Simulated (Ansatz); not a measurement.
Band structure of IrRh3 (I4/mmm, 4 atoms in the cell).

```xyz
4
Lattice="-1.9068 1.9068 3.8195 1.9068 -1.9068 3.8195 1.9068 1.9068 -3.8195" Properties=species:S:1:pos:R:3 pbc="T T T"
Ir     0.0000     0.0000     0.0000
Rh     0.0000     1.9068     1.9097
Rh     1.9068     0.0000     1.9097
Rh     0.0000     0.0000     3.8195
```

Computed with LDA (PW92), PAW files made with PBE (plane waves; Ansatz, a program for electronic structure).

Settings: kpoints.mp_grid.grid = 10 10 10; hamiltonian.xc = lda; hamiltonian.pseudopotentials = {kind: paw} (the program's default PAW files); scf.occupations.method = gaussian; scf.occupations.width = 0.136 eV; kpoints.band_path.npoints = 8.

The starting cell comes from a database of computed structures (which also holds hypothetical and non-ambient phases and stackings), without a prior relaxation at this level. Spin-orbit coupling is off. Spin polarisation is off.

Levels in eV from the Fermi level, bands 31 to 38:
| point | 31 | 32 | 33 | 34 | 35 | 36 | 37 | 38 |
|---|---|---|---|---|---|---|---|---|
| Γ | -1.01 | -0.99 | 0.66 | 0.87 | 1.11 | 1.11 | 1.40 | 2.82 |
| X | -1.26 | -1.03 | 0.29 | 0.42 | 0.55 | 0.61 | 0.73 | 0.80 |
| Y | -1.29 | -1.25 | -0.80 | -0.60 | 0.55 | 0.63 | 1.02 | 1.06 |
| S | -1.39 | -1.35 | -0.92 | -0.72 | -0.70 | 0.08 | 1.12 | 1.74 |
| Z | -0.38 | -0.10 | 0.57 | 0.78 | 0.87 | 1.12 | 1.12 | 1.39 |
| S1 | -1.39 | -1.35 | -0.92 | -0.72 | -0.70 | 0.08 | 1.12 | 1.74 |
| N | -1.40 | -1.39 | -1.37 | -1.27 | -0.02 | 0.32 | 0.65 | 0.91 |
| P | -2.06 | -2.04 | -0.20 | 0.03 | 0.05 | 0.05 | 2.29 | 2.29 |
| Y1 | -1.29 | -1.25 | -0.80 | -0.60 | 0.55 | 0.63 | 1.02 | 1.06 |

Bands cross the Fermi level along this path, so the cell is metallic at this level.

Keys are those of Ansatz 0.2.
